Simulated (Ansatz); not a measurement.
Start from BeS in the wurtzite structure (space group P6_3mc, No. 186; a = 3.412 Å, c = 5.625 Å; a hypothetical phase, not in the database extracts checked).

Method: Ansatz (an electronic-structure program), PBEsol, PAW, cutoff 420 eV, no spin-orbit coupling.

For the base:

| Quantity | Result |
|---|---|
| Electron mass | 0.30 mₑ along c, 0.51 mₑ across (at K) |
| Band gap | 3.44 eV |

Now apply this change: cell and atoms relaxed at a pressure of 10 GPa.

Question: Estimate the effect on the electron mass.

Answer: The electron mass becomes 0.29 mₑ along c, 0.48 mₑ across (at K) (base: 0.30 mₑ along c, 0.51 mₑ across (at K)).

Question: What does the calculation give for the band gap after the change?

Answer: The band gap shrinks by 0.37 eV to 3.07 eV.

Load acts through the strain it causes; cell and atoms are relaxed under it. Effective masses come from finite differences of ±0.01 Å⁻¹. Whether these cells are dynamically stable was not tested. No other phases were tried under pressure.
